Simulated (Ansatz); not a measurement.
Quick settings and what they miss: TaF3 (Pm-3m, 4 atoms in the cell)

Self-consistent single point.

```yaml
crystal:
  lattice:
    - [4.22248, 0.00000, 0.00000]
    - [0.00000, 4.22248, 0.00000]
    - [0.00000, 0.00000, 4.22248]
  atoms:
    - { symbol: Ta, position: [0.00000, 0.00000, 0.00000], spin: 1.0 }
    - { symbol: F, position: [0.00000, 0.50000, 0.00000] }
    - { symbol: F, position: [0.50000, 0.00000, 0.00000] }
    - { symbol: F, position: [0.00000, 0.00000, 0.50000] }
```
(The spins are starting values, not results.)

Method of the run: PBEsol, PAW files made with PBE (plane waves; Ansatz, a program for electronic structure).

Base settings: basis.ecutwfc = 420 eV; kpoints.mp_grid.grid = 10 10 10; hamiltonian.xc = pbesol; hamiltonian.pseudopotentials = {kind: paw} (the program's default PAW files); magnetization.spin_polarized = true; scf.occupations.method = cold; scf.occupations.width = 0.2 eV.

Tight run (finer mesh or higher cutoff; not a proven limit): basis.ecutwfc: 420 eV → 590 eV; kpoints.mp_grid.grid: 10 10 10 → 14 14 14; scf.convergence.dr2_threshold: default (1e-07 eV) → 1e-09 eV. It gave Fermi level (on the code's own zero) 6.31 eV; pressure -7.08 GPa; size of the cell's spin moment 2.00 μB.

Quick runs, as changes from the base:
- A: the base itself
- B: basis.ecutwfc: 420 eV → 295 eV; kpoints.mp_grid.grid: 10 10 10 → 8 8 8; scf.convergence.dr2_threshold: default (1e-07 eV) → 0.001 eV
- C: basis.ecutwfc: 420 eV → 295 eV; kpoints.mp_grid.grid: 10 10 10 → 4 4 4

Energies are extrapolated to zero smearing width, which holds to low order in the width alone.

The count of work is k-points × plane waves × bands × iterations; it is no time. 

Pressures in the table are Ansatz's without its Pulay estimate, at a fixed set of plane waves; the tight run's value above holds the estimate.

The starting cell comes from a database of computed structures (which also holds hypothetical and non-ambient phases and stackings), without a prior relaxation at this level. Its lattice was rescaled by a random factor within 2.5 % of one. With one magnetic atom in the cell only a parallel order is possible. In the base run, with a pressure of about -7 GPa the cell is away from its equilibrium volume at this level.

```
run  energy less tight (meV/atom)  pressure less tight (GPa)  count of work / tight
---  ----------------------------  -------------------------  ---------------------
A                             2.8                      -0.29                   0.27
B                           406.1                     -22.42                  0.075
C                           402.8                     -22.30                  0.029
```

Among the runs at the tight run's level, the energy misses run from 2.8 to 406.1 meV/atom.

Left out of this page: 3 runs of the series outside the window shown, repeating another row's setting, or not comparable.

Keys are those of Ansatz 0.2.
